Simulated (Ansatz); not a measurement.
The starting structures come from a database of crystals and need not be the phases stable at ambient conditions.

```xyz
8
Lattice="5.7219 0.0000 0.0000 1.1027 7.6127 0.0000 -2.3096 3.8064 2.5705" Properties=species:S:1:pos:R:3 pbc="T T T"
Ca     3.9637     7.6127     2.5705
Pd     0.0000     0.0000     0.0000
F      0.1704     6.9800     1.5494
F      4.3446     4.4391     1.0211
F      1.7393     4.3943     1.8455
F      2.7757     7.0248     0.7251
F      4.2342     9.7127     1.7462
F      0.2809     1.7064     0.8243
```

The cell is taken as given.

Transport runs along the normal of the first two printed cell vectors, the (110) plane of the conventional cell.

The gap is the functional's own. No spin-orbit coupling. Mid-gap values are those at the computed energy nearest the middle.

### Question
Compute, with r2SCAN (Ansatz, a program for electronic structure), the band gap and the smallest decay constant κ at mid-gap.

### Answer
Gap 2.66 eV on a 12×12×12 mesh; κ = 0.604 1/Å, at the zone centre.
